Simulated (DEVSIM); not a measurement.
Device: abrupt In0.53Ga0.47As n-p junction, at 300 K.

Layer 1 from the left is In0.53Ga0.47As, thickness (μm) 20.0, Nd (cm⁻³) 2.5e16, τn (s) 1.4e-8, τp (s) 1.4e-8. Layer 2 from the left is In0.53Ga0.47As, thickness (μm) 0.290, Na (cm⁻³) 5.4e16, τn (s) 1.4e-8, τp (s) 1.4e-8.

Left contact: ohmic. Right contact: ohmic. Voltage is applied to the left contact. Recombination: SRH at mid-gap, radiative. Mobility is constant in doping.

Constants are typed, rounded textbook-type inputs, not results; the design itself was drawn at random and stands for no fabricated device. Values at 300 K.

In0.53Ga0.47As: gap (eV) 0.74, affinity (eV) 4.51, permittivity 13.9, Nc (cm⁻³) 2.1e17, Nv (cm⁻³) 7.7e18, μn (cm²/Vs) 12000, μp (cm²/Vs) 300, B (cm³/s) 9.6e-11.

Model (solved in DEVSIM): 1D drift-diffusion, Boltzmann statistics, complete ionisation; no tunnelling, impact ionisation, image-force lowering or self-heating.

### Question
What does the simulation give for the potential step across the device at zero bias, the largest field in the device at zero bias, the dark forward voltage at 1 A/cm², the dark forward voltage at 100 A/cm²?

### Answer
potential step across the device at zero bias 0.557 V; largest field in the device at zero bias 47000 V/cm; dark forward voltage at 1 A/cm² 0.277 V; dark forward voltage at 100 A/cm² 0.401 V.
